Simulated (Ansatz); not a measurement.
What Ga vacancy, symmetric start does to GaAs

Start from a 16-atom supercell of GaAs in the zinc blende structure (space group F-43m, No. 216; a = 5.746 Å) at its relaxed geometry.

One thing is altered: a neutral Ga vacancy, symmetric start, atoms relaxed at fixed cell.

Calculations: PBE, PAW, 420 eV (Ansatz, a first-principles code; no SOC). Settings: 4×4×4 k-points, 0.01 eV Fermi–Dirac smearing.

```json
[
 {"quantity": "pressure", "base": "0.0 GPa", "changed": "-1.6 GPa", "shift": "-1.6 GPa"},
 {"quantity": "energy gained by relaxation", "base": "–", "changed": "0.04 eV", "shift": "–"},
 {"quantity": "largest displacement of a host atom from its site in the perfect cell", "base": "–", "changed": "0.07 Å", "shift": "–"},
 {"quantity": "mean distance from the defect site to its nearest host atoms", "base": "2.49 Å", "changed": "2.41 Å", "shift": "-0.075 Å"}
]
```

Final structure:

```xyz
15
Lattice="0.0000 5.7456 5.7456 5.7456 0.0000 5.7456 5.7456 5.7456 0.0000" Properties=species:S:1:pos:R:3 pbc="T T T"
As     4.3050     4.3050     4.3050
As     7.1861     7.1861     4.3050
As     7.1861     4.3050     7.1861
As    10.0980     7.1387     7.1387
As     4.3050     7.1861     7.1861
As     7.1387    10.0980     7.1387
As     7.1387     7.1387    10.0980
As    10.0980    10.0980    10.0980
Ga     2.8728     2.8728    -0.0230
Ga     2.8728    -0.0230     2.8728
Ga     5.7686     2.8728     2.8728
Ga    -0.0230     2.8728     2.8728
Ga     2.8728     5.7686     2.8728
Ga     8.6184     8.6184     5.7686
Ga     5.7456     5.7456     5.7456
```

Other magnetic orders, which the real material may have, were not ruled out. In so small a cell the defect repeats every few ångströms: this is an ordered compound, not a dilute defect. The mesh was chosen for an insulator and is coarse for the gapless case. The defect started on the symmetric site and kept its symmetry, so it may sit on a saddle. The defect cell is spin-polarised and ends with 0.6 μB, a fractional moment that hangs on the mesh and smearing.
